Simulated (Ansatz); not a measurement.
## A computed series for Mo3Se4: pressure series

The reference is Mo$_{3}$Se$_{4}$ (space group R-3, No. 148; a = 9.466 Å, c = 11.181 Å (hexagonal axes)).

Cell and atoms are relaxed at each pressure.

Calculations: PBEsol (Ansatz, a quantum-chemistry and plane-wave program, PAW, no spin-orbit coupling).

Notes on the quantities. enthalpy: H = E + PV relative to the base's energy.

```json
[
 {"change": "base", "lattice parameter a": "9.466 Å", "enthalpy": "–"},
 {"change": "pressure −2 GPa", "lattice parameter a": "9.619 Å", "enthalpy": "-0.26 eV/atom"},
 {"change": "pressure −1 GPa", "lattice parameter a": "9.530 Å", "enthalpy": "-0.13 eV/atom"},
 {"change": "pressure 0.3 GPa", "lattice parameter a": "9.450 Å", "enthalpy": "+0.04 eV/atom"},
 {"change": "pressure 0.7 GPa", "lattice parameter a": "9.429 Å", "enthalpy": "+0.09 eV/atom"},
 {"change": "pressure 1.5 GPa", "lattice parameter a": "(withheld)", "enthalpy": "+0.19 eV/atom"},
 {"change": "pressure 3 GPa", "lattice parameter a": "(withheld)", "enthalpy": "+0.38 eV/atom"},
 {"change": "pressure 5 GPa", "lattice parameter a": "9.259 Å", "enthalpy": "+0.62 eV/atom"},
 {"change": "pressure 7.5 GPa", "lattice parameter a": "9.186 Å", "enthalpy": "+0.92 eV/atom"},
 {"change": "pressure 10 GPa", "lattice parameter a": "9.124 Å", "enthalpy": "+1.21 eV/atom"}
]
```

### Question
Complete the table.

### Answer

- pressure 1.5 GPa, lattice parameter a: 9.391 Å
- pressure 3 GPa, lattice parameter a: 9.329 Å

Load acts through the strain it causes; cell and atoms are relaxed under it. No phonon test of stability was made. Competing high-pressure phases were not computed. The final runs are not spin-polarised.
